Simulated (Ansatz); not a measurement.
System: Ag (model structure, Pm-3n, No. 223, 8 atoms in the cell). Method: LDA (Ansatz, a program for electronic structure, PAW).

Run with plane-wave cutoff 520 eV, 12×12×12 k mesh, Fermi–Dirac smearing 0.05 eV, no spin polarisation, scalar-relativistic PAW data made under PBE.

Cell (relaxed at this level):

Space group Pm-3n (No. 223); a = b = c = 5.0930 Å, α = β = γ = 90.00°

```json
[
 {"atom": "Ag", "site": "2a", "symmetry": "m-3.", "x": "0.0000", "y": "0.0000", "z": "0.0000"},
 {"atom": "Ag", "site": "6c", "symmetry": "-4m.2", "x": "0.0000", "y": "0.5000", "z": "0.2500"}
]
```

What does this level give for the bulk modulus B0?


* **bulk modulus B0**: 129 GPa

The run finds no gap.

Note: the bulk modulus is −V dP/dV from two relaxed cells at ±2 % in volume; the relaxation could raise the start's symmetry but not lower it, so the cell can be a saddle point.

Static lattice: no zero-point or thermal effects.

It cost around 6 core-minutes (rough) of CPU time.

A model structure was made by putting elements into a prototype or built by hand; it is no filed structure, need not be a known phase, and can be a saddle point held by its symmetry.
